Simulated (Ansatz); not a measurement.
HfO2: response to strain

The parent structure is HfO2 (space group P4_2/nmc, No. 137; a = 3.567 Å, c = 5.166 Å). Axes: x, y, z lie along a, b, c of the conventional cell.

Strains are applied to the cell and any free atomic positions relax; under biaxial strain the out-of-plane vector relaxes too.

Level of theory: PBEsol (Ansatz, a first-principles code; PAW; 420 eV plane waves; spin-orbit coupling left out).

Candidates:
(a) isotropic strain +1.49 %
(b) biaxial strain −0.14 %, plane normal [001], relaxed out of plane
(c) tensor shear ε_xy = −0.91 %
(d) uniaxial strain ε_xx = +2.79 %

Base values:

| Quantity | Value |
|---|---|
| Band gap | 4.57 eV |

Q: Order them by band gap, lowest first.

A: (d) uniaxial strain ε_xx = +2.79 % (4.41 eV), (a) isotropic strain +1.49 % (4.52 eV), (c) tensor shear ε_xy = −0.91 % (4.54 eV), (b) biaxial strain −0.14 %, plane normal [001], relaxed out of plane (4.57 eV)

Spin-orbit coupling, missing from the scalar runs, can matter with Hf. Whether these cells are dynamically stable was not tested. This is not the structure that HfO2 has at room temperature and ambient pressure.
